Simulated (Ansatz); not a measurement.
Consider CdS in the zinc blende structure (space group F-43m, No. 216).

```yaml
crystal:
  lattice:
    - [0.00000, 2.93887, 2.93887]
    - [2.93887, 0.00000, 2.93887]
    - [2.93887, 2.93887, 0.00000]
  atoms:
    - { symbol: S, position: [0.25000, 0.25000, 0.25000] }
    - { symbol: Cd, position: [0.00000, 0.00000, 0.00000] }
```

Cartesian axes are those of the cell as printed.

Method: Ansatz (a program for electronic structure) r2SCAN, no spin-orbit coupling.

Before the change:

| Property | Result |
|---|---|
| Valence-band top at Γ | 0.00, 0.00, 0.00 eV |
| Band gap | 1.54 eV |

One thing is altered: uniaxial strain ε_yy = −3.82 %, all other strain components held at zero; the atoms relax in the strained cell.

**Question.** What happens to the valence-band top at Γ and band gap?

**Answer.** The valence-band top at Γ (three highest levels, from the VBM) goes from 0.00, 0.00, 0.00 eV to 0.00, -0.11, -0.11 eV; the band gap increases by 0.013 eV (1.54 eV → 1.56 eV).

Gaps are Kohn–Sham eigenvalue differences; semilocal functionals usually give less than the measured gap. No phonon test of stability was made.
